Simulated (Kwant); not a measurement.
System: quantum point contact (saddle potential) in a GaN two-dimensional gas. Effective mass 0.22 mₑ, grid spacing 5 nm, hard walls, nominal width 100 nm (19 grid rows, so walls 100 nm apart), one parabolic valley, scattering region 300 nm long along x; energies count from the band bottom; Fermi energy 0.00462 eV. Potential (V0 + ½k y²) cos²(πx/L) for |x| < L/2, with V0 swept from 0.004851 to 0 eV, k = 1.4e-05 eV/nm², L = 160 nm. Perpendicular field 0.21 T, also in the leads; orbital effect alone.

Constants are typed, rounded textbook-type inputs, not results; the design itself was drawn at random and stands for no fabricated device.

Kwant, effective-mass tight-binding model on a square grid, one spin, coherent transport at 0 K. Conductance is in e²/h.

Sweep values stay those of the base run.

Base results: G (e²/h) at V0 = 2.461 meV 1.00; G (e²/h) at V0 = 3.656 meV 0.33; mean G (e²/h) over the sweep 1.02; G (e²/h) at V0 = 1.265 meV 1.68.

What follows from this one change: curvature of the confinement 1.4e-05 → 7e-06 eV/nm²?

G at V0 = 2.461 meV 1.00 → 1.28 e²/h; G at V0 = 3.656 meV 0.33 → 0.76 e²/h; mean G over the sweep 1.02 → 1.44 e²/h; G at V0 = 1.265 meV 1.68 → 2.03 e²/h.

What follows from this one change: length of the gated region 160 → 110 nm?

G at V0 = 2.461 meV little changed (1.00 e²/h); G at V0 = 3.656 meV 0.33 → 0.38 e²/h; mean G over the sweep little changed (1.02 e²/h); G at V0 = 1.265 meV little changed (1.64 e²/h).
